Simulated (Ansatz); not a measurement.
```yaml
crystal:
  lattice:
    - [4.53361, 0.00000, 0.00000]
    - [0.00000, 4.53361, 0.00000]
    - [2.26680, -2.26680, 3.18877]
  atoms:
    - { symbol: Te, position: [0.50000, 0.50000, 0.00000] }
    - { symbol: Pb, position: [0.00000, 0.00000, 0.00000] }
```

No spin polarisation.

The values are results of LDA, PAW, 420 eV (Ansatz, a program for electronic structure; spin-orbit coupling left out), not measurements. k-mesh 9×9×9 (Γ-centred); smearing 0.05 eV (Fermi–Dirac).

Predict the gap character and band gap.


* **Gap character**: direct at N
* **Band gap**: 0.59 eV

Spin-orbit coupling, missing from the scalar runs, can matter with Pb and Te. The cells carry an imposed strain or load. Stability against distortions was not tested. The cell was made from PbTe in the rock salt structure (space group Fm-3m, No. 225) by this change: biaxial strain +0.50 %, plane normal [001], relaxed out of plane.
